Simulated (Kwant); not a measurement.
Device: wire with one Gaussian impurity in a Si two-dimensional gas. Effective mass 0.19 mₑ, grid spacing 1.3 nm, hard walls, nominal width 40 nm (31 grid rows, so walls 41.6 nm apart), one parabolic valley, scattering region 120 nm long along x; energies count from the band bottom; Fermi energy swept from 0.00098955 to 0.021028 eV. Impurity U exp(−r²/2σ²), U = 0.035 eV, σ = 3.7 nm, 0 nm off the axis.

The device is made up for the run: typed textbook-type constants, with dimensions and the other settings drawn at random.

Kwant, effective-mass tight-binding model on a square grid, one spin, coherent transport at 0 K. Conductance is in e²/h.

Density of the scattering states that come in from the left lead, at energy = 0.016145 eV, in bins, relative to the largest site value (x marks bins outside the device):

```
|    ..    ..                                |
|. .:-=:. .-=:  .:--:::....                 .|
|:.:=**=..-*#=..-=+==---:::.................:|
|-::=*%*:.=%%=::=++====---::::..........:::::|
|-::-*#+:.-#%=.:=+==------:::::.........:::::|
|::::-+=:.-++:.:-=-:::::::::::...........::::|
|:::..--:.:--..:-:.::::......................|
|.:::..::..::.:::.:--:.......................|
| :==:.:::::::-:..-++-.    .......:::......  |
| :**=::::::-==-..+%#-.     ....:::::::...   |
| -#%+:::----++-.:*@%-.     ...:::::::::..   |
| -#%+:::----=+-.:*@%-.     ...:::::::::..   |
| :**=::::::-==-..+%#-.     ....:::::::...   |
| :==:.:::::::-:..-++-.    .......:::......  |
|.:::..::..::.:::.:--:.......................|
|:::..--:.:--..:-:.::::......................|
|::::-+=:.-++:.:-=-:::::::::::...........::::|
|-::-*#+:.-#%=.:=+==------:::::.........:::::|
|-::=*%*:.=%%=::=++====---::::..........:::::|
|:.:=**=..-*#=..-=+==---:::.................:|
|. .:-=:. .-=:  .:--:::....                 .|
|    ..    ..                                |
```
Scale: ten equal steps from 0.021 (start of ' ') to 0.957 (end of '@'), in the order ' .:-=+*#%@'; x runs from -58.4 to 58.4, y from -18.6 (bottom) to 18.6 (top).

The conductance there is 2.09 e²/h with 3 open channel(s) in the leads.
